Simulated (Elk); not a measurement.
**A self-consistent single point of ScAl₃ (Pm-3m, 4 atoms in the cell) with Elk**

Computed with Elk 10.2.4 with PBE, all-electron FP-LAPW, Elk's shipped species files, LAPW+lo basis.

This input was run:

```
tasks
  0

xctype
  20

rgkmax
  8.0

gmaxvr
  14.0

nxoapwlo
  1

stype
  3

swidth
  0.00367493

scale
  1.889726125

avec
    3.9978780000    0.0000000000    0.0000000000
    0.0000000000    3.9978780000    0.0000000000
    0.0000000000    0.0000000000    3.9978780000

sppath
  'species/'

atoms
  2   : nspecies
  'Sc.in'   : spfname
  1   : natoms; atposl, bfcmt below
  0.0000000000  0.0000000000  0.0000000000    0.0 0.0 0.0
  'Al.in'   : spfname
  3   : natoms; atposl, bfcmt below
  0.5000000000  0.0000000000  0.5000000000    0.0 0.0 0.0
  0.0000000000  0.5000000000  0.5000000000    0.0 0.0 0.0
  0.5000000000  0.5000000000  0.0000000000    0.0 0.0 0.0

ngridk
  7 7 7
```

Output, abridged:

```
│ Elk code version 10.2.4 │

All units are atomic (Hartree, Bohr, etc.)

│ Ground-state run starting from atomic densities │

Lattice vectors :
   7.554894501       0.000000000       0.000000000
   0.000000000       7.554894501       0.000000000
   0.000000000       0.000000000       7.554894501

Unit cell volume      :    431.2064141
Brillouin zone volume :   0.5752470402

Muffin-tin inner radius fraction :   0.1000000000E-01

Nuclei treated as point charges

Species :    1 (Sc)
 parameters loaded from : Sc.in
 name : scandium
 nuclear charge    :   -21.00000000
 electronic charge :    21.00000000
 atomic mass :    81949.61066
 muffin-tin radius :    2.400000000
 number of radial points in muffin-tin :    497
 atomic positions (lattice), magnetic fields (Cartesian) :
   1 :   0.00000000  0.00000000  0.00000000    0.00000000  0.00000000  0.00000000

Species :    2 (Al)
 parameters loaded from : Al.in
 name : aluminium
 nuclear charge    :   -13.00000000
 electronic charge :    13.00000000
 atomic mass :    49184.33492
 muffin-tin radius :    2.200000000
 number of radial points in muffin-tin :    397
 atomic positions (lattice), magnetic fields (Cartesian) :
   1 :   0.50000000  0.00000000  0.50000000    0.00000000  0.00000000  0.00000000
   2 :   0.00000000  0.50000000  0.50000000    0.00000000  0.00000000  0.00000000
   3 :   0.50000000  0.50000000  0.00000000    0.00000000  0.00000000  0.00000000

Total number of atoms per unit cell :    4

Spin treatment :
 spin-unpolarised

Number of Bravais lattice symmetries :   48
Number of crystal symmetries         :   48
Crystal has inversion symmetry
Real symmetric eigensolver will be used

k-point grid :      7     7     7
k-point offset :    0.000000000       0.000000000       0.000000000
k-point set is reduced with full crystal symmetry group
Total number of k-points :       20

Muffin-tin radius times maximum |G+k| :    8.000000000
 using average radius
Maximum |G+k| for APW functions       :    3.555555556
Maximum (1/2)|G+k|²                   :    6.320987654
Maximum |G| for potential and density :    14.00000000
 potential will be trimmed for |G| > 2 gkmax
Constant for pseudocharge density :    8
Radial integration step length :    4

G-vector grid sizes :     35    35    35
Number of G-vectors :    20005

Maximum angular momentum used for
 APW functions                      :    8
 outer part of muffin-tin           :    6
 inner part of muffin-tin           :    1

Total nuclear charge    :   -60.00000000
Total core charge       :    22.00000000
Total valence charge    :    38.00000000
Total excess charge     :    0.000000000
Total electronic charge :    60.00000000

Effective Wigner radius, rₛ :    1.197149672

Number of empty states         :   16
Total number of valence states :   35
Total number of core states    :   22

Total number of local-orbitals :   34

Exchange-correlation functional :     20     0     0
 Perdew-Burke-Ernzerhof, Phys. Rev. Lett. 77, 3865 (1996)
 gradient requirement :    1
 generalised gradient approximation (GGA)

Smearing type :    3
 Fermi-Dirac
Smearing width :   0.3674930000E-02
Effective electronic temperature (K) :    1160.451112

Mixing type :    3
 Broyden mixing, J. Phys. A: Math. Gen. 17, L317 (1984)

Kohn-Sham potential initialised from atomic data

│ Self-consistent loop started │
│ Loop number : 1 │
 total energy                :     -1496.04653989
│ Loop number : 2 │
 total energy                :     -1496.00749458
RMS change in Kohn-Sham potential (target) :   0.7155404687     (  0.1000000000E-05)
Absolute change in total energy (target)   :   0.3904530532E-01 (  0.1000000000E-03)
│ Loop number : 3 │
 total energy                :     -1495.57122414
RMS change in Kohn-Sham potential (target) :   0.4473436856     (  0.1000000000E-05)
Absolute change in total energy (target)   :   0.4460317705     (  0.1000000000E-03)
│ Loop number : 4 │
 total energy                :     -1493.66001917
RMS change in Kohn-Sham potential (target) :   0.1565126272     (  0.1000000000E-05)
Absolute change in total energy (target)   :    2.022712910     (  0.1000000000E-03)
│ Loop number : 5 │
 total energy                :     -1493.27034223
RMS change in Kohn-Sham potential (target) :   0.4821756380E-01 (  0.1000000000E-05)
Absolute change in total energy (target)   :   0.8953551701     (  0.1000000000E-03)
│ Loop number : 6 │
 total energy                :     -1492.97176023
RMS change in Kohn-Sham potential (target) :   0.1068309676E-01 (  0.1000000000E-05)
Absolute change in total energy (target)   :   0.5224207877     (  0.1000000000E-03)
│ Loop number : 7 │
 total energy                :     -1492.91694993
RMS change in Kohn-Sham potential (target) :   0.1517745378E-02 (  0.1000000000E-05)
Absolute change in total energy (target)   :   0.1854154997     (  0.1000000000E-03)
│ Loop number : 8 │
 total energy                :     -1492.90080216
RMS change in Kohn-Sham potential (target) :   0.4855673386E-03 (  0.1000000000E-05)
Absolute change in total energy (target)   :   0.6250164580E-01 (  0.1000000000E-03)
│ Loop number : 9 │
 total energy                :     -1492.90354789
RMS change in Kohn-Sham potential (target) :   0.4435479056E-04 (  0.1000000000E-05)
Absolute change in total energy (target)   :   0.1287967767E-01 (  0.1000000000E-03)
│ Loop number : 10 │
 total energy                :     -1492.90276996
RMS change in Kohn-Sham potential (target) :   0.1312175261E-04 (  0.1000000000E-05)
Absolute change in total energy (target)   :   0.3997855582E-02 (  0.1000000000E-03)
│ Loop number : 11 │
 total energy                :     -1492.90327186
RMS change in Kohn-Sham potential (target) :   0.6182987276E-05 (  0.1000000000E-05)
Absolute change in total energy (target)   :   0.4975578690E-03 (  0.1000000000E-03)
│ Loop number : 12 │
 total energy                :     -1492.90324305
RMS change in Kohn-Sham potential (target) :   0.3918152182E-05 (  0.1000000000E-05)
Absolute change in total energy (target)   :   0.1532000203E-03 (  0.1000000000E-03)
│ Loop number : 13 │
 total energy                :     -1492.90311200
RMS change in Kohn-Sham potential (target) :   0.3254568851E-06 (  0.1000000000E-05)
Absolute change in total energy (target)   :   0.1693463523E-03 (  0.1000000000E-03)
│ Loop number : 14 │
 total energy                :     -1492.90310286
RMS change in Kohn-Sham potential (target) :   0.2032386808E-06 (  0.1000000000E-05)
Absolute change in total energy (target)   :   0.5148280297E-04 (  0.1000000000E-03)
Convergence targets achieved

│ Loop number : 15 │

Energies :
 Fermi                       :     0.302459001727
 sum of eigenvalues          :     -831.989604326
 electron kinetic            :      1500.80166659
 core electron kinetic       :      1257.63222240
 Coulomb                     :     -2898.39867376
 Coulomb potential           :     -2209.70922583
 nuclear-nuclear             :     -231.023175675
 electron-nuclear            :     -3125.04177033
 Hartree                     :      457.666272248
 Madelung                    :     -1793.54406084
 xc potential                :     -123.082045088
 exchange                    :     -92.8922253665
 correlation                 :     -2.41241775241
 electron entropic           :    -0.145248702292E-02
 total energy                :     -1492.90310277

Density of states at Fermi energy :    32.67454604
 (states/Hartree/unit cell)

Estimated indirect band gap :   0.3384748751E-02
 from k-point      3 to k-point      8
Estimated direct band gap   :   0.3802780458E-01
 at k-point      5

Charges :
 core                        :    22.00000000
 valence                     :    38.00000000
 interstitial                :    6.748785302
 muffin-tins (core leakage)
  species :    1 (Sc)
   atom    1                 :    19.38633302     (  0.3347732758E-08)
  species :    2 (Al)
   atom    1                 :    11.28829389     (  0.4780299459E-03)
   atom    2                 :    11.28829389     (  0.4780299459E-03)
   atom    3                 :    11.28829389     (  0.4780299459E-03)
 total in muffin-tins        :    53.25121470
 total calculated charge     :    59.97795484
 total charge                :    60.00000000
 error                       :   0.2204515656E-01

│ Self-consistent loop stopped │
```

The run converged in 15 iterations. The count includes the last loop, which Elk runs after its targets are met.

The starting cell comes from a database of computed structures (which also holds hypothetical and non-ambient phases and stackings), without a prior relaxation at this level. Its lattice was rescaled by a random factor within 2.5 % of one. Values depend on the basis (sphere radii, cutoffs, local orbitals), which need not be converged. The log's line on a gap gives a spacing of levels on this mesh, which the program prints for metals too.
